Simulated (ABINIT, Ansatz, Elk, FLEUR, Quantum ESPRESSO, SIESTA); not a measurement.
One structure in several programs: Br (Cmce, 4 atoms in the cell)

Self-consistent single point.

```
CELL_PARAMETERS angstrom
      2.24022    -3.33533     0.00000
      2.24022     3.33533     0.00000
      0.00000     0.00000     8.72087
ATOMIC_POSITIONS crystal
  Br 0.86100 0.86100 0.88900
  Br 0.63900 0.63900 0.38900
  Br 0.36100 0.36100 0.61100
  Br 0.13900 0.13900 0.11100
```

Shared settings, as Ansatz (a quantum-chemistry and plane-wave program) writes them: kpoints.mp_grid.grid = 5 5 2; magnetization.spin_orbit = true; scf.occupations.method = fermi_dirac; scf.occupations.width = 0.0007 Ry. Potentials and cutoffs stand in the table.

```tsv
code	model	pressure (GPa)	largest force (eV/Å)	gap on the mesh (eV)	cutoff
ABINIT	PBE, spin-orbit coupling, norm-conserving pseudopotentials (PseudoDojo nc-fr-04 PBE standard)	2.00	0.798	1.689	23 Ha
Elk	PBE, spin-orbit coupling in second variation, all-electron FP-LAPW, Elk's shipped species files, APW+lo basis with extra local orbitals	–	–	1.721	rgkmax 7.5
FLEUR	PBE, all-electron FLAPW (FLEUR), scalar-relativistic valence with spin-orbit coupling in second variation	–	–	1.715	Kmax 4 1/bohr
SIESTA	GGA PBE with spin-orbit coupling, numerical atomic orbitals DZP, PseudoDojo PBE fully relativistic norm-conserving potentials (rewritten from UPF to PSML)	–	1.425	1.682	grid 350 Ry
Quantum ESPRESSO	PBE, spin-orbit coupling, PseudoDojo fully relativistic norm-conserving (PBE) pseudopotentials	2.01	0.798	1.689	50 Ry
Ansatz	PBE with spin-orbit coupling, PAW files	2.00	0.779	1.712	default
```

A dash marks a value that a program does not give, or that is left out as unsure.

Gaps are read on the mesh.

The spread over the programs that give each value: pressure within 0.01 GPa; largest force within 0.646 eV/Å; gap on the mesh within 0.039 eV.

SIESTA uses small atom-centred bases, whose incompleteness enters pressures, forces and empty levels differently from a plane-wave cutoff. Elk and FLEUR treat all electrons, but the usual bases taken here (sphere radii, linearisation, local orbitals, empty states) were not tested for convergence, so the values are no reference for the others. In the force vectors, SIESTA (by 0.628) lies more than 0.08 eV/Å from the median of the plane-wave programs.

The starting cell has typed, rounded lattice constants, without a prior relaxation at this level. Its lattice was rescaled by a random factor within 2.5 % of one.

Keys are those of Ansatz 0.2.
